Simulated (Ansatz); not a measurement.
Inside the gap of an insulator the Bloch states are evanescent, with a wavenumber k + iκ along the transport direction.

Here is the system:

```
CELL_PARAMETERS angstrom
      4.24521     0.00000     0.00000
      0.00000     4.24521     0.00000
      2.12260     2.12260     3.00181
ATOMIC_POSITIONS crystal
  Cd 0.00000 0.00000 0.00000
  S  0.75000 0.25000 0.50000
```

The cell is strained (all lengths scaled by 1.02); by r2SCAN it stands under a pressure of -3.3 GPa.

Transport runs along the normal of the first two printed cell vectors, the (001) plane of the conventional cell.

No gap correction and no spin-orbit coupling; mid-gap is the computed energy nearest the middle.

State the band gap and the smallest decay constant κ at mid-gap according to r2SCAN (Ansatz, a first-principles code).

Gap 1.39 eV on a 10×10×10 mesh; κ = 0.117 1/Å, at the zone centre.
